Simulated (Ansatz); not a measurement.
## Defect calculation: Li vacancy + Li vacancy + Yb on the Li site (V_Li+V_Li+Yb_Li) in ferroelectric LiNbO3

Level of theory: PBE, PAW (plane waves to 420 eV; Ansatz, a first-principles code). The supercell holds 120 host sites (2×2×1 repeats of the unit cell), with a 2×2×2 Γ-centred k-point sampling for the final energies. Site at the start: a built cluster, 5.6 Å across. Finite-size correction: monopole term and site-potential alignment. Dielectric constants: PBE linear response of the host. Host gap at this level: 3.53 eV. Finite-size and sampling errors can reach tenths of an eV here. The semilocal functional narrows the gap, so deep levels can fall outside it. Spin–orbit coupling is left out, and no Hubbard U is applied to the open shells. Each state is the lowest found from its start.

```tsv
charge	moment (μB)	point group	largest move off a lattice site (Å)	image correction with alignment (eV)	above the lowest spin state (eV)
+1	2.0	C1	0.21	0.12	0.00
+1†	not spin-polarised	–	0.21	0.12	0.30
0	1.0	C1	0.18	0.00	0.00
−1	not spin-polarised	C1	0.19	-0.15	0.00
```

† A higher spin state that isn't settled.

Point groups are those of the whole cell at tolerances of 0.03 and 0.1 Å ("near" where only the looser one holds); none is given for unsettled states.

Transition levels above the valence-band maximum: ε(+1/0) = 0.28 eV; ε(0/−1) = 2.11 eV. On the lower envelope of the bound states, inside the gap: (+1/0) at 0.28 eV; (0/−1) at 2.11 eV.

Flagged in the runs: a doubtful potential alignment, a host whose relaxation on this sampling wasn't shown to rest.

All states together cost around 11 core-hours (rough).
